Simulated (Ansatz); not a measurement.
Checking a run of Ansatz (a first-principles code) on a (001) slab of CoSi2 (cut from a parent of space group no. 225; 12 atoms in the cell). The aim is a self-consistent single point with DFT, PBEsol, plane waves, PAW files made with PBE.

Cell that was meant: a = 3.7128 Å, b = 5.2507 Å, c = 25.2975 Å, α = 90.00°, β = 90.00°, γ = 135.00°.

Part of the input:

Ansatz 0.2 input:
```yaml
  lattice:
    - [3.712791, 0.000000, 0.000000]
    - [-3.712791, 3.712791, 0.000000]
    - [0.000000, 0.000000, 13.797489]
  atoms:
    - { symbol: Co, position: [0.000000, 0.000000, 0.451871] }
    - { symbol: Co, position: [1.000000, 0.500000, 0.259337] }
    - { symbol: Co, position: [0.000000, 0.000000, 0.836927] }
    - { symbol: Co, position: [1.000000, 0.500000, 0.644400] }
    - { symbol: Si, position: [0.500000, 0.500000, 0.355600] }
    - { symbol: Si, position: [0.500000, 0.000000, 0.355600] }
    - { symbol: Si, position: [0.500000, 0.000000, 0.163073] }
    - { symbol: Si, position: [0.500000, 0.500000, 0.163073] }
    - { symbol: Si, position: [0.500000, 0.500000, 0.740663] }
    - { symbol: Si, position: [0.500000, 0.000000, 0.740663] }
    - { symbol: Si, position: [0.500000, 0.000000, 0.548136] }
    - { symbol: Si, position: [0.500000, 0.500000, 0.548136] }
kpoints:
  mp_grid: { grid: [9, 9, 1] }
hamiltonian:
```

The program printed (abridged):

```
WARN basis.ecutwfc = 420 eV, the default
WARN ansatz: RAYON_NUM_THREADS=1 ignored (pool sized by the plan → 1); use --threads N
   [... lines left out ...]
PAW frozen core: Si, regenerated for the run's functional, and the local potential with it
Initial density: superposition of atomic densities (neutral atoms: chi_scale 0, normalization atom)
Initial wavefunctions: pseudopotential atomic-orbital guess
Eigensolver: davidson
Functional: x = pbesol(κ = 0.804, μ = 0.12345679012345678), c = pbesol(β = 0.046)
SCF iter   1: F=—  HF=-25358.690782 eV  |F-HF|=—  |Δ(HF+E_count)|=         —  Δρ=2.23e-1  dr2=2.91e2  ethr=3.10e-3  p=-0.507 e·Å  D=-4.82e-1 V/Å  ΔV_dip=6.65 eV  dr2_dipole=3.92e2  V_vac-E_F(+/−)=7.11/0.29 eV  ⟨swp⟩=11.4  Hψ=5049  notcnv=0
all-band conjugate gradients solve this SCF's bands
efield: sawtooth ramp at fractional position 0.9500 (placed from the atoms, in the widest stretch of the axis that holds none …
   [... lines left out ...]
WARN: efield: at this solve's end the planar-averaged density reaches 2.19e-1 e/Å³ inside the ramp window [0.8775, 0.1225] (bound 1e-5 e/Å³) …
SCF 1 converged in 16 iterations: F = -25346.425911 eV  dr2 = 2.02e-8
Free energy (F): -25346.425911 eV
Internal energy: -25346.202100 eV  (E = F + TS)
E sigma→0 (E₀):  -25346.314006 eV
Entropy (-TS):   -0.223811 eV (-18.651 meV/atom)
Fermi energy:    9.539919 eV
Dipole field:    D = -0.004880 V/Å  (p = -0.005129 e·Å, saw-weighted, corrected)
Work function:   Φ+ = withheld (plateau slope 1.2e1 eV/Å)   Φ− = withheld (plateau slope 2.1e1 eV/Å)
Levels:          The Fermi level and band energies are counted from a zero that moves with the ramp; work functions are not
Vacuum region:   at the solve's end the planar-averaged density reaches 2.19e-1 e/Å³ inside the ramp window [0.8775, 0.1225] (bound 1e-5 e/Å³)
--- Forces (eV/Å), atoms counted from 1 ---
   [... lines left out ...]
  atom   7  Si    -0.00000000     0.00000000    -0.16950739
  atom   8  Si    -0.00000000     0.00000000    -0.16950739
  atom   9  Si    -0.00000000     0.00000000     0.58118461
  atom  10  Si    -0.00000000     0.00000000     0.58118461
  atom  11  Si     0.00000000     0.00000000     0.01683556
  atom  12  Si     0.00000000     0.00000000     0.01683556
```

Q: Can these results be used? Check the input.

A: The run is not sound. The fault is too little vacuum between periodic images. Layers that are a few Å apart interact, so the cell no longer models an isolated surface or sheet. To fix it, widen the vacuum. The run converged in 16 iterations without an error; against the sound input the free energy drops by 7.0 meV/atom and the largest force goes from 0.935 to 0.599 eV/Å.

The sound input it was made from differs as follows (other fixes are possible):
```diff
-    - [0.000000, 0.000000, 13.797489]
+    - [0.000000, 0.000000, 25.297500]
-    - { symbol: Co, position: [0.000000, 0.000000, 0.451871] }
-    - { symbol: Co, position: [1.000000, 0.500000, 0.259337] }
-    - { symbol: Co, position: [0.000000, 0.000000, 0.836927] }
-    - { symbol: Co, position: [1.000000, 0.500000, 0.644400] }
-    - { symbol: Si, position: [0.500000, 0.500000, 0.355600] }
-    - { symbol: Si, position: [0.500000, 0.000000, 0.355600] }
-    - { symbol: Si, position: [0.500000, 0.000000, 0.163073] }
-    - { symbol: Si, position: [0.500000, 0.500000, 0.163073] }
-    - { symbol: Si, position: [0.500000, 0.500000, 0.740663] }
-    - { symbol: Si, position: [0.500000, 0.000000, 0.740663] }
-    - { symbol: Si, position: [0.500000, 0.000000, 0.548136] }
-    - { symbol: Si, position: [0.500000, 0.500000, 0.548136] }
+    - { symbol: Co, position: [0.000000, 0.000000, 0.473750] }
+    - { symbol: Co, position: [1.000000, 0.500000, 0.368740] }
+    - { symbol: Co, position: [0.000000, 0.000000, 0.683763] }
+    - { symbol: Co, position: [1.000000, 0.500000, 0.578757] }
+    - { symbol: Si, position: [0.500000, 0.500000, 0.421243] }
+    - { symbol: Si, position: [0.500000, 0.000000, 0.421243] }
+    - { symbol: Si, position: [0.500000, 0.000000, 0.316237] }
+    - { symbol: Si, position: [0.500000, 0.500000, 0.316237] }
+    - { symbol: Si, position: [0.500000, 0.500000, 0.631260] }
+    - { symbol: Si, position: [0.500000, 0.000000, 0.631260] }
+    - { symbol: Si, position: [0.500000, 0.000000, 0.526254] }
+    - { symbol: Si, position: [0.500000, 0.500000, 0.526254] }
```

With that input, the run converged in 15 iterations: free energy E − TS (on the zero of these files) -25346.3419 eV; Fermi level (on the code's own zero) 3.28 eV; largest force (vector length) 0.935 eV/Å (DFT, PBEsol, plane waves, PAW files made with PBE).

On the sound input: the starting cell comes from a database of computed structures (which also holds hypothetical and non-ambient phases and stackings), without a prior relaxation at this level. The slab is cut from that crystal, and its faces are unrelaxed. Its lattice was rescaled in the plane by a random factor within 2.5 % of one. Spin polarisation is off.
